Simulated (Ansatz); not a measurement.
The starting structures come from a database of crystals and need not be the phases stable at ambient conditions.

By PBEsol, the system below comes out a metal.

A figure of merit of an interconnect metal is its ballistic conductance per area.

Given:

```xyz
2
Lattice="3.4404 0.0000 0.0000 0.0000 4.8695 0.0000 1.7202 0.0000 2.4396" Properties=species:S:1:pos:R:3 pbc="T T T"
Zr     1.7202     2.4347     0.0000
Nb     0.0000     0.0000     0.0000
```

Space group of this cell: Cmmm. The cell is taken as given; by PBEsol its mean pressure is -6.1 GPa.

The current flows along the normal of the first two printed cell vectors. No spin-orbit coupling; the value is a mean over 0.1 eV about the Fermi level.

Problem. Compute, with Ansatz (a first-principles code) with PBEsol, the ballistic conductance per area.

Solution. 1.6 × 10¹⁵ S/m² for both spins.
